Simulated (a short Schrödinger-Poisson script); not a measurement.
Structure: single GaAs/Al0.25Ga0.75As quantum well.

```csv
layer,material,thickness (nm)
1,Al0.25Ga0.75As,20
2,GaAs,8
3,Al0.25Ga0.75As,20
```

The device is made up for the run: typed textbook-type constants, with dimensions and the other settings drawn at random. GaAs: direct gap (eV) 1.424, conduction-band edge (eV) 0, electron mass (mₑ) 0.067, heavy-hole mass 0.377, light-hole mass 0.09. Al0.25Ga0.75As: direct gap (eV) 1.736, conduction-band edge (eV) 0.198, electron mass (mₑ) 0.0878, heavy-hole mass 0.402, light-hole mass 0.1125.

The valence-band edge of each layer lies one gap below its conduction-band edge. The electron's potential energy rises along the stack by the applied field. Mesh 0.03 nm at interfaces.

Question: Estimate e1 and hh1 for infinitely high walls at zero field, and compare with the finite well.

Answer: ħ²π²/(2mL²) gives 87.7 meV for the electron and 15.6 meV for the heavy hole. The finite well gives 39.4 and 10.0 meV, 0.45 and 0.64 of the estimates, as the states reach into the barriers (7 % of e1 lies outside the well).

Solved with a short Schrödinger-Poisson script written for these runs: one-band effective-mass equation with BenDaniel-Duke matching, electrons, heavy and light holes apart, hard walls at the outer ends, one valence edge for both holes (no strain splitting), no charge, excitons, band mixing or non-parabolicity; under a field the levels are quasi-bound states of a box, listed while three quarters of their weight lies within 4 nm of the wells.
